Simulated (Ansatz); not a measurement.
## ZrSi2, response to strain

The parent structure is ZrSi2 (space group Cmcm, No. 63; a = 3.705 Å, b = 14.795 Å, c = 3.679 Å). Axes: x, y, z lie along a, b, c of the conventional cell.

Strains are applied to the cell and any free atomic positions relax.

Levels (all Ansatz, an electronic-structure program, PAW, earlier PAW set): PBE (420 eV, spin-orbit coupling left out); PBEsol (420 eV, no SOC).

The base cell above is that of PBE; each level relaxes its own structures.

Notes on the quantities. energy relative to the base: free energy F.

```csv
case,"energy relative to the base, PBE","energy relative to the base, PBEsol"
isotropic strain −1.16 %,+8.4 meV/atom,+8.8 meV/atom
isotropic strain +4.15 %,+91 meV/atom,+95 meV/atom
uniaxial strain ε_yy = +1.59 %,+2.4 meV/atom,+2.4 meV/atom
```

The two levels differ by at most about 4.3 meV/atom. They put the cases in the same order.

Without a gap, meshes like the base's 13×13×13 leave anisotropic stresses uncertain by several tenths of a GPa, and small strain energies with them. Stability against distortions was not tested. All final runs are without spin polarisation.
